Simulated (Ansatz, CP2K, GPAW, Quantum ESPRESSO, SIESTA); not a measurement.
**Sr2CdAu3 (P1, 6 atoms in the cell) computed with different codes at matched settings**

Self-consistent single point, at a second geometry (atoms moved at random). First geometry:

```
CELL_PARAMETERS angstrom
      5.60694    -2.43718     0.00000
      5.60694     2.43718     0.00000
     -5.12001     0.00000     5.72055
ATOMIC_POSITIONS crystal
  Sr 0.54445 0.54445 0.80042
  Sr 0.45426 0.45426 0.20499
  Cd 0.16590 0.16590 0.60156
  Au 0.84183 0.84183 0.39084
  Au 0.83258 0.83258 0.79222
  Au 0.16099 0.16099 0.20996
```

Second geometry:
```
CELL_PARAMETERS angstrom
      5.60694    -2.43718     0.00000
      5.60694     2.43718     0.00000
     -5.12001     0.00000     5.72055
ATOMIC_POSITIONS crystal
  Sr 0.54220 0.55655 0.80707
  Sr 0.44891 0.44905 0.20997
  Cd 0.17901 0.17295 0.60641
  Au 0.84725 0.83443 0.39236
  Au 0.82685 0.82526 0.78057
  Au 0.15580 0.16176 0.20360
```

Shared settings, as Ansatz (a first-principles code) writes them: kpoints.mp_grid.grid = 4 4 3; scf.occupations.method = gaussian; scf.occupations.width = 0.05 eV. Potentials and cutoffs stand in the table.

```json
[
 {"code": "GPAW", "model": "LDA (Perdew-Wang 92), GPAW PAW datasets LDA (gpaw-data 1.0.1)", "ΔF from the first geometry (meV/atom)": "7.7", "pressure (GPa)": "-5.11", "largest force (eV/Å)": "0.429", "cutoff": "600 eV"},
 {"code": "SIESTA", "model": "LDA PW92, numerical atomic orbitals DZP, PseudoDojo LDA standard norm-conserving potentials (rewritten from UPF to PSML)", "ΔF from the first geometry (meV/atom)": "8.7", "pressure (GPa)": "-5.95", "largest force (eV/Å)": "0.483", "cutoff": "grid 400 Ry"},
 {"code": "CP2K", "model": "LDA (Pade form), GPW, DZVP-MOLOPT-SR-GTH basis, GTH-PADE potentials (GTH_POTENTIALS)", "ΔF from the first geometry (meV/atom)": "8.7", "pressure (GPa)": "-3.99", "largest force (eV/Å)": "0.505", "cutoff": "grid 500 Ry"},
 {"code": "Quantum ESPRESSO", "model": "LDA (PZ), GBRV 1.5 ultrasoft (LDA) pseudopotentials", "ΔF from the first geometry (meV/atom)": "7.9", "pressure (GPa)": "-5.59", "largest force (eV/Å)": "0.426", "cutoff": "40 Ry"},
 {"code": "Ansatz", "model": "LDA (PW92), PAW files made with PBE", "ΔF from the first geometry (meV/atom)": "7.8", "pressure (GPa)": "-5.50", "largest force (eV/Å)": "0.420", "cutoff": "default"}
]
```

Size of the force on each atom (eV/Å): Sizes of forces hide their directions.

| code | Sr1 | Sr2 | Cd3 | Au4 | Au5 | Au6 |
|---|---|---|---|---|---|---|
| GPAW | 0.126 | 0.263 | 0.429 | 0.205 | 0.187 | 0.158 |
| SIESTA | 0.184 | 0.421 | 0.483 | 0.337 | 0.462 | 0.364 |
| CP2K | 0.116 | 0.267 | 0.505 | 0.256 | 0.243 | 0.170 |
| Quantum ESPRESSO | 0.128 | 0.262 | 0.426 | 0.144 | 0.243 | 0.127 |
| Ansatz | 0.127 | 0.261 | 0.420 | 0.151 | 0.224 | 0.130 |

On Ansatz's run: spin-orbit coupling is off.

The spread over the programs that give each value: ΔF from the first geometry within 1.0 meV/atom; pressure within 1.96 GPa; largest force within 0.085 eV/Å.

SIESTA and CP2K use small atom-centred bases, whose incompleteness enters pressures, forces and empty levels differently from a plane-wave cutoff. Ansatz's pressure is given at a fixed set of plane waves, as the other plane-wave codes print theirs. The same LDA comes in different parametrisations, which differ slightly. In the pressure, CP2K (by 1.51) lies more than 1 GPa from the median of the plane-wave programs. In the force vectors, SIESTA (by 0.308) and CP2K (by 0.109) lie more than 0.08 eV/Å from the median of the plane-wave programs.

The starting cell comes from a database of computed structures (which also holds hypothetical and non-ambient phases and stackings), without a prior relaxation at this level. Its lattice was rescaled by a random factor within 2.5 % of one. For this run, on top of that: atoms moved at random.

Left out of this page: Elk (not drawn, or without a comparable value).

Keys are those of Ansatz 0.2.
